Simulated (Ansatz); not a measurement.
S on the 1x1 (111) surface of fcc Ni, ferromagnetic, one in a 2x1 cell, energies for each (10.7 Å²). Energies are against ⅛ S8(g), without zero-point or thermal terms; each row is named by its start.

All values below come from PBE (plane waves to 420 eV, PAW; Ansatz, a first-principles code).

Set-up: 9 atoms, 6.0 Å thick at the start under the adsorbate (thin: gaps and levels are the slab's own); mesh 7x14x1; 0.1 eV smearing; dipole correction on; 4 atoms held, the rest relaxed; each run with such symmetry as its start has; spin-polarised, no spin-orbit, no U, no dispersion correction.

A negative adsorption energy means that the adsorbate is more stable on the surface than in its reference. Starts that drift may end in the same place. Heights count from the host atoms within 0.3 Å of the top one.

```csv
starting site,E_ads (eV),height (Å),nearest host atom (Å),bonded to,Δ work function (eV),lateral drift (Å),moment (μB)
top Ni,-1.23,1.64,Ni 2.15,3 Ni,-0.16,1.3,4.5
hollow Ni-Ni-Ni over Ni at depth 2.0 Å,?,1.65,Ni 2.16,3 Ni,-0.15,0.1,4.6
hollow Ni-Ni-Ni over Ni at depth 4.0 Å,-1.23,1.64,Ni 2.15,3 Ni,-0.16,0.1,4.5
bridge Ni-Ni (span 2.5 Å),-1.23,1.64,Ni 2.15,3 Ni,-0.16,0.8,4.5
```

### Question
What belongs in the gaps?

### Answer

- hollow Ni-Ni-Ni over Ni at depth 2.0 Å, E_ads (eV): -1.20
